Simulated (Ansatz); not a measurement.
Consider interstitial O in rock-salt TiN, neutral cell. Calculation: PBE, PAW (plane waves to 420 eV; Ansatz, a first-principles code).

64-site cell at the relaxed PBE lattice, a 3×3×3 k-point mesh shifted by half a step, smearing 0.10 eV, spin-restricted, no finite-size correction. Energies are static. Sites that were not tried may lie lower.

Barriers: single points on a 4×4×4 k-point mesh shifted by half a step at the bands' geometries.

Relaxed starting cell (atoms counted from 1):

```
CELL_PARAMETERS angstrom
      8.49380     0.00000     0.00000
      0.00000     8.49380     0.00000
      0.00000     0.00000     8.49380
ATOMIC_POSITIONS crystal
  Ti 0.99932 0.99917 0.00005
  Ti 0.99966 0.99952 0.50030
  Ti 0.99966 0.49943 0.00039
  Ti 0.99678 0.50220 0.50306
  Ti 0.49957 0.99952 0.00039
  Ti 0.50234 0.99664 0.50306
  Ti 0.50233 0.50219 0.99751
  Ti 0.50462 0.50448 0.50535
  N  0.24928 0.99802 0.99889
  N  0.25004 0.00234 0.50085
  N  0.25004 0.49998 0.00321
  N  0.22943 0.52059 0.52145
  N  0.75005 0.99998 0.00085
  N  0.75200 0.99802 0.50162
  N  0.75200 0.50075 0.99890
  N  0.74769 0.49998 0.50085
  Ti 0.99678 0.24770 0.24856
  Ti 0.99966 0.25045 0.75123
  Ti 0.99966 0.75035 0.25132
  Ti 0.99932 0.75071 0.75158
  Ti 0.50461 0.24541 0.24628
  Ti 0.50234 0.24769 0.75411
  Ti 0.50233 0.75324 0.24856
  Ti 0.49957 0.75036 0.75124
  N  0.22944 0.22930 0.23017
  N  0.25005 0.24991 0.74842
  N  0.25005 0.74755 0.25078
  N  0.24928 0.75186 0.75273
  N  0.74769 0.24991 0.25077
  N  0.75200 0.24914 0.75273
  N  0.75200 0.75186 0.25001
  N  0.75005 0.74991 0.75078
  Ti 0.24783 0.99665 0.24856
  Ti 0.25059 0.99953 0.75123
  Ti 0.24556 0.50447 0.24629
  Ti 0.24783 0.50219 0.75411
  Ti 0.75050 0.99952 0.25132
  Ti 0.75085 0.99917 0.75158
  Ti 0.75337 0.50219 0.24856
  Ti 0.75051 0.49944 0.75124
  N  0.99816 0.99802 0.25001
  N  0.00012 0.99998 0.75078
  N  0.00248 0.49998 0.25077
  N  0.99816 0.50075 0.75273
  N  0.50012 0.00234 0.25078
  N  0.50089 0.99802 0.75273
  N  0.52072 0.52058 0.23016
  N  0.50012 0.49998 0.74842
  Ti 0.24782 0.24769 0.99751
  Ti 0.24555 0.24541 0.50534
  Ti 0.25059 0.75036 0.00040
  Ti 0.24783 0.75323 0.50306
  Ti 0.75050 0.25045 0.00040
  Ti 0.75338 0.24770 0.50305
  Ti 0.75085 0.75071 0.00005
  Ti 0.75050 0.75036 0.50031
  N  0.99816 0.24914 0.99889
  N  0.00248 0.24990 0.50085
  N  0.00012 0.74991 0.00085
  N  0.99816 0.75186 0.50162
  N  0.50012 0.24990 0.00321
  N  0.52073 0.22929 0.52146
  N  0.50089 0.75186 0.99889
  N  0.50012 0.74755 0.50085
  O  0.37509 0.37494 0.37582
```

End state 1 differs by these moves (Å; atoms that move under 0.08 Å are left out):

```json
[
 {"atom": "8", "element": "Ti", "Δx": "-0.08", "Δy": "0.00", "Δz": "0.00"},
 {"atom": "12", "element": "N", "Δx": "0.19", "Δy": "-0.18", "Δz": "-0.17"},
 {"atom": "16", "element": "N", "Δx": "0.19", "Δy": "0.17", "Δz": "0.18"},
 {"atom": "21", "element": "Ti", "Δx": "-0.08", "Δy": "0.00", "Δz": "0.00"},
 {"atom": "25", "element": "N", "Δx": "0.19", "Δy": "0.17", "Δz": "0.18"},
 {"atom": "29", "element": "N", "Δx": "0.19", "Δy": "-0.18", "Δz": "-0.17"},
 {"atom": "47", "element": "N", "Δx": "-0.36", "Δy": "0.00", "Δz": "0.00"},
 {"atom": "62", "element": "N", "Δx": "-0.36", "Δy": "0.00", "Δz": "0.00"},
 {"atom": "65", "element": "O", "Δx": "2.12", "Δy": "0.00", "Δz": "0.00"}
]
```

Task: What forward and backward barriers to end state 1 does PBE, PAW give?

Result: forward 1.77 eV, backward 1.77 eV; at the saddle point atom 65 has neighbours N at 1.84, N at 2.23; 2 Ti at 1.84, Ti at 2.02, Ti at 2.35 Å. The saddle point's order was not checked, and it lies on a symmetry element of the cell, where a band can be held.
